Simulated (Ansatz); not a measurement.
Phonon-limited transport in CaIn (Pm-3m)

Given:

```
CELL_PARAMETERS angstrom
      3.79489     0.00000     0.00000
      0.00000     3.79489     0.00000
      0.00000     0.00000     3.79489
ATOMIC_POSITIONS crystal
  Ca 0.00000 0.00000 0.00000
  In 0.50000 0.50000 0.50000
```

All values below come from PBEsol, DFPT electron-phonon coupling, linearised Boltzmann equation (plane waves, PAW, scalar-relativistic; Ansatz, a first-principles code). Geometry: relaxed with this functional, without spin-orbit coupling.

| Quantity | Result |
|---|---|
| resistivity at 300 K | 19.6 μΩ·cm |
| resistivity at 77 K | 4.3 μΩ·cm |
| electron mean free path at 300 K (weighted by the current that each state carries) | 7.0 nm |

A metal at this level (no band gap). Only scattering by harmonic phonons is included (no impurities, grain boundaries, electron-electron scattering or thermal expansion). Spin-orbit coupling is left out. The squared frequency of the phonon mode least converged on the k mesh is uncertain by 26 %. Halving the electron mesh (24x24x24) moves the resistivity by up to 8 % at 300 K, the mean free path by up to 6 %. Smearing 0.20 eV; phonons on a 4x4x4 q mesh, which this run doesn't test and which matters most at low temperature.

Computed structure, not matched to a measured one here, so possibly hypothetical: CaIn (Pm-3m).
